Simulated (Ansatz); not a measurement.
# Pressure series in BAs

Start from BAs in the zinc blende structure (space group F-43m, No. 216; a = 4.809 Å).

Cell and atoms are relaxed at each pressure.

Calculations: Kohn–Sham DFT with the PBE functional, run in Ansatz (a quantum-chemistry and plane-wave program) with PAW and 420 eV plane waves, scalar-relativistic without spin-orbit coupling.

```
variant            width of the top valence band    band gap  smallest direct gap  lattice parameter a
-----------------  -----------------------------  ----------  -------------------  -------------------
base                                     5.07 eV     1.21 eV              3.26 eV              4.809 Å
pressure −2 GPa                          4.98 eV     1.22 eV              3.24 eV              4.834 Å
pressure −1 GPa                          5.02 eV     1.22 eV              3.25 eV              4.822 Å
pressure 0.9 GPa                         5.11 eV     1.20 eV              3.26 eV              4.799 Å
pressure 2.1 GPa                         5.16 eV     1.19 eV              3.28 eV              4.785 Å
pressure 4.5 GPa                         5.26 eV     1.18 eV              3.30 eV              4.758 Å
pressure 9 GPa                        (withheld)  (withheld)              3.33 eV              4.713 Å
pressure 15 GPa                          5.63 eV     1.11 eV              3.38 eV           (withheld)
pressure 22.5 GPa                     (withheld)     1.07 eV              3.43 eV              4.604 Å
pressure 30 GPa                          6.08 eV     1.03 eV              3.48 eV              4.554 Å
```

Q: What belongs in the blanks?

A: 
- pressure 9 GPa, width of the top valence band: 5.43 eV
- pressure 9 GPa, band gap: 1.15 eV
- pressure 15 GPa, lattice parameter a: 4.661 Å
- pressure 22.5 GPa, width of the top valence band: 5.87 eV

Load acts through the strain it causes; cell and atoms are relaxed under it. No phonon test of stability was made. Competing high-pressure phases were not computed.
